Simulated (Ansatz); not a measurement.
Total g(r) from a molecular-dynamics run [in the run: Γ point only, which a denser mesh shifts by -0.2 GPa in pressure and 0.01 eV/Å in forces]. Level of theory: PBE (plane waves, PAW; Ansatz, a program for electronic structure).

(r (Å), g(r)): (1.02, 0.00); (1.14, 0.00); (1.26, 0.00); (1.38, 0.00); (1.50, 4.46); (1.62, 0.57); (1.74, 0.00); (1.86, 0.00); (1.98, 0.00); (2.10, 0.00); (2.22, 0.00); (2.34, 0.00); (2.46, 3.12); (2.58, 2.30); (2.70, 0.00); (2.82, 0.04); (2.94, 5.76); (3.06, 0.19); (3.18, 0.00); (3.30, 0.00); (3.42, 0.01); (3.54, 1.83); (3.66, 0.11); (3.78, 0.20); (3.90, 3.00); (4.02, 0.01); (4.14, 0.00); (4.26, 0.36); (4.38, 4.67); (4.50, 0.07); (4.62, 3.14); (4.74, 0.07); (4.86, 0.00); (4.98, 0.91); (5.10, 0.57); (5.22, 2.15)

Problem. Which system gave this curve?
A. C (diamond structure; diamond), crystal, 301 K, 6.8 GPa
B. Mo, liquid, 2506 K (supercooled)
C. Ta (bcc), crystal, 952 K
D. W (bcc), crystal, 309 K, 10.2 GPa

Solution. A, C (diamond structure; diamond), crystal, 301 K, 6.8 GPa
